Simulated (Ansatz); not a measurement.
Take TiN in the rock salt structure (space group Fm-3m, No. 225; a = 4.233 Å; relaxed with 0.1 eV smearing) as the base. Axes: x, y, z lie along the cube axes.

Calculations: Kohn–Sham DFT with the r2SCAN functional, run in Ansatz (an electronic-structure program) with PAW and 500 eV plane waves, without spin-orbit coupling.

Strains are applied to the cell and any free atomic positions relax; under biaxial strain the out-of-plane vector relaxes too.

One change was made to it. Results:

The energy rises by 131 meV/atom; the pressure goes from zero to 44.2 GPa.

**Question.** Name the change that was made.
A) isotropic strain −5.73 %
B) biaxial strain −4.72 %, plane normal [001], relaxed out of plane
C) isotropic strain −3.83 %

**Answer.** C, isotropic strain −3.83 %. For comparison, the energy relative to the base in the other runs: biaxial strain −4.72 %, plane normal [001], relaxed out of plane gives +110 meV/atom; isotropic strain −5.73 % gives +0.311 eV/atom.

No phonon test of stability was made. The final runs are not spin-polarised. An odd electron count without spin: TiN.
